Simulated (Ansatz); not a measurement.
# Step by step: formation energy of the neutral Mo_i in Si (diamond, Fd-3m)

Consider the formation energy of the neutral Mo_i in Si (diamond, Fd-3m). Reaction: 64 Si (diamond) + Mo (bcc) → cell A.

A: a supercell of 64 sites of Si (diamond, Fd-3m) with Mo off the lattice sites (10 Si at 2.45–2.76 Å); spin state with PBE: run without spin.

Method: Ansatz (an electronic-structure program), PAW, neutral cells at 0 K with nuclei at rest, on structures from PBE. Ansatz runs with its default PAW set. Other levels take these structures. The lattices are those relaxed with PBE, so at other levels the solids can be strained, which adds to the spread. Larger cells are relaxed from a start prepared with the learned potential CHGNet till forces fall under 0.03 eV/Å, which some starts already meet. A dispersion term (D3(BJ), or D4 for r2SCAN) was computed beside these levels and is taken off wherever the name lacks it. Mesh and cell size may move defect energies by 0.1 eV or more. Cell A has symmetry P-43m within 0.02 Å and got no random move, so less symmetric positions, which may lie lower, weren't tried.

Total energies of the cells in eV, at zero smearing width. They compare only within one column; the weights balance every element.

```json
[
 {"cell": "A: Si:Mo_i", "atoms": "65", "weight": "+1", "PBE": "-45645.52684", "LDA": "-43793.82078"},
 {"cell": "Si (diamond)", "atoms": "64", "weight": "−1", "PBE": "-40691.69042", "LDA": "-38952.79688"},
 {"cell": "Mo (bcc)", "atoms": "1", "weight": "−1", "PBE": "-4956.02195", "LDA": "-4842.82981"}
]
```

PBE: (-45645.52684) − (-40691.69042) − (-4956.02195) = 2.186 eV.

LDA: (-43793.82078) − (-38952.79688) − (-4842.82981) = 1.806 eV.

What follows from the PBE value: With the reservoirs of the reaction as written, and without entropy terms or charged states, the share of sites that hold the defect in equilibrium is exp(−2.19 eV/k_BT) = 9.2×10^-12 at 1000 K.
